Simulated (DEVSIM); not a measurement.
Device: abrupt Si n-p junction, at 300 K.

| layer (left to right) | material | thickness (μm) | Nd (cm⁻³) | Na (cm⁻³) | τn (s) | τp (s) |
|---|---|---|---|---|---|---|
| 1 | Si | 29.0 | 1.6e16 | - | 0.00088 | 0.00088 |
| 2 | Si | 140 | - | 3e14 | 0.00088 | 0.00088 |

Left contact: ohmic. Right contact: ohmic. Voltage is applied to the left contact. Recombination: SRH at mid-gap, Auger. Mobility is constant in doping.

Constants are typed, rounded textbook-type inputs, not results; the design itself was drawn at random and stands for no fabricated device. Values at 300 K.

| parameter | Si |
|---|---|
| gap (eV) | 1.124 |
| affinity (eV) | 4.05 |
| permittivity | 11.7 |
| Nc (cm⁻³) | 2.86e19 |
| Nv (cm⁻³) | 3.1e19 |
| μn (cm²/Vs) | 1417 |
| μp (cm²/Vs) | 470 |
| Cn (cm⁶/s) | 2.8e-31 |
| Cp (cm⁶/s) | 9.9e-32 |

Simulated with DEVSIM: 1D drift-diffusion, Boltzmann statistics, complete ionisation; no tunnelling, impact ionisation, image-force lowering or self-heating.

The thickness of layer 1 was swept, all else fixed.

```json
[
 {"thickness of layer 1 (μm)": "5.8", "dark forward voltage at 1 A/cm² (V)": "0.639"},
 {"thickness of layer 1 (μm)": "10", "dark forward voltage at 1 A/cm² (V)": "0.633"},
 {"thickness of layer 1 (μm)": "17", "dark forward voltage at 1 A/cm² (V)": "0.629"},
 {"thickness of layer 1 (μm)": "29", "dark forward voltage at 1 A/cm² (V)": "0.625"},
 {"thickness of layer 1 (μm)": "49", "dark forward voltage at 1 A/cm² (V)": "0.623"},
 {"thickness of layer 1 (μm)": "87", "dark forward voltage at 1 A/cm² (V)": "0.622"},
 {"thickness of layer 1 (μm)": "140", "dark forward voltage at 1 A/cm² (V)": "0.623"}
]
```

From the first row to the last the dark forward voltage at 1 A/cm² goes from 0.639 to 0.623.
